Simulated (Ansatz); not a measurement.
Take PbS in the rock salt structure (space group Fm-3m, No. 225; a = 5.975 Å) as the base.

Structures relaxed with r2SCAN (Ansatz, an electronic-structure program), no SOC.

Base:

Simulated powder pattern, Cu Kα, λ = 1.54184 Å (kinematic, ideal powder, no thermal factors, no anomalous dispersion; the 8 strongest lines at most, above 2 %, up to 2θ = 90°):

| 2θ (°) | I/Imax (%) | hkl |
|---|---|---|
| 25.83 | 97 | (111) |
| 29.91 | 100 | (200) |
| 42.81 | 76 | (220) |
| 50.67 | 51 | (311) |
| 53.10 | 27 | (222) |
| 68.45 | 22 | (331) |
| 70.49 | 35 | (420) |
| 78.41 | 27 | (422) |

It is then changed as follows: the cell is scaled by 0.9750 in all directions; the atoms relax in the strained cell.

After the change:

Simulated powder pattern, Cu Kα, λ = 1.54184 Å (kinematic, ideal powder, no thermal factors, no anomalous dispersion; the 8 strongest lines at most, above 2 %, up to 2θ = 90°):

```csv
2θ (°),d (Å),I/Imax (%),hkl
26.50,3.363,97,(111)
30.70,2.913,100,(200)
43.96,2.060,75,(220)
52.07,1.756,51,(311)
54.57,1.682,27,(222)
70.46,1.336,21,(331)
72.57,1.303,35,(420)
80.83,1.189,27,(422)
```

The indices refer to the base's conventional cell; one index is shown for lines that coincide.

No phonon test of stability was made.
